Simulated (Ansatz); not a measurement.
The reference is InP in the zinc blende structure (space group F-43m, No. 216; a = 5.907 Å). Axes: x, y, z lie along the cube axes.

Levels (all Ansatz, an electronic-structure program, PAW): r2SCAN (500 eV, scalar-relativistic without spin-orbit coupling); HSE06 (420 eV, no spin-orbit coupling).

Its gap is 1.03 eV with r2SCAN and 1.36 eV with HSE06.

The change: uniaxial stress, 1 GPa tension along x; all other stress components relax to zero.

With r2SCAN the gap becomes 0.96 eV.

Task: If the HSE06 correction stayed the same, what would the HSE06 gap be, and what does the HSE06 run give?

Result: A rigid correction of +0.33 eV gives 1.29 eV. The HSE06 run gives 1.29 eV, so the two effects roughly add.

Single points use the geometry relaxed with r2SCAN. Load acts through the strain it causes; cell and atoms are relaxed under it. Beyond what the load breaks, stability against distortions was not tested.
